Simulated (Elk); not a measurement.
A self-consistent single point of La₂AlGe (Amm2, 4 atoms in the cell) with Elk.

Method of the run: Elk with LDA (PW92), all-electron FP-LAPW, Elk's shipped species files, default APW+lo basis.

```
La2AlGe
1.0
    4.16601     0.00000     0.00000
    0.00000     2.29000     5.75769
    0.00000    -2.29000     5.75769
La Al Ge
2 1 1
Direct
  0.00000   0.64103   0.64103
  0.50000   0.35595   0.35595
  0.00000   0.93397   0.93397
  0.50000   0.06905   0.06905
```

Reference input (self-consistent single point, DFT, PBEsol, all-electron FP-LAPW, Elk's shipped species files, default APW+lo basis): xctype = 22; swidth = 0.00183747 Ha; ngridk = 6 5 5; maxscl = 100. This run's input differs from it in these lines:

```diff
@@ -2,5 +2,2 @@
   0
-
-xctype
-  22
```

Output, abridged:

```
│ Self-consistent loop started │
│ Loop number : 1 │
 total energy                :     -19334.9163644
│ Loop number : 2 │
 total energy                :     -19334.7828073
RMS change in Kohn-Sham potential (target) :   0.7206502247E-01 (  0.1000000000E-05)
Absolute change in total energy (target)   :   0.1335571386     (  0.1000000000E-03)
│ Loop number : 3 │
 total energy                :     -19334.1496182
RMS change in Kohn-Sham potential (target) :   0.6987885835E-01 (  0.1000000000E-05)
Absolute change in total energy (target)   :   0.6665783427     (  0.1000000000E-03)
│ Loop number : 4 │
   [... lines left out ...]
Absolute change in total energy (target)   :   0.1187457055E-02 (  0.1000000000E-03)
│ Loop number : 14 │
 total energy                :     -19320.7266047
RMS change in Kohn-Sham potential (target) :   0.1143109015E-05 (  0.1000000000E-05)
Absolute change in total energy (target)   :   0.2317453254E-03 (  0.1000000000E-03)
│ Loop number : 15 │
 total energy                :     -19320.7265922
RMS change in Kohn-Sham potential (target) :   0.2963874137E-06 (  0.1000000000E-05)
Absolute change in total energy (target)   :   0.7046124301E-04 (  0.1000000000E-03)
Convergence targets achieved

│ Loop number : 16 │

Energies :
 Fermi                       :     0.267514724953
 total energy                :     -19320.7266124

Density of states at Fermi energy :    104.1979183
 (states/Hartree/unit cell)

Estimated indirect band gap :   0.1163510959E-02
 from k-point     52 to k-point     40
Estimated direct band gap   :   0.1163510959E-02
 at k-point     40

Charges :
 core                        :    114.0000000
 valence                     :    45.00000000
 interstitial                :    7.989475723
 muffin-tins (core leakage)
  species :    1 (La)
   atom    1                 :    54.56168327     (  0.2224974094E-03)
   atom    2                 :    54.56788631     (  0.2222115886E-03)
  species :    2 (Al)
   atom    1                 :    11.25300324     (  0.5019679940E-03)
  species :    3 (Ge)
   atom    1                 :    30.62795146     (  0.3482309111E-03)
 total in muffin-tins        :    151.0105243
 total calculated charge     :    158.9868263
 total charge                :    159.0000000
 error                       :   0.1317372542E-01

│ Self-consistent loop stopped │
```

The run converged in 16 iterations. The count includes the last loop, which Elk runs after its targets are met. 

The starting cell comes from a database of computed structures (which also holds hypothetical and non-ambient phases and stackings), without a prior relaxation at this level. Its lattice was rescaled by a random factor within 2.5 % of one. Values depend on the basis (sphere radii, cutoffs, local orbitals), which need not be converged. The log's line on a gap gives a spacing of levels on this mesh, which the program prints for metals too.

Cost on one core of a shared machine: roughly 2 min.
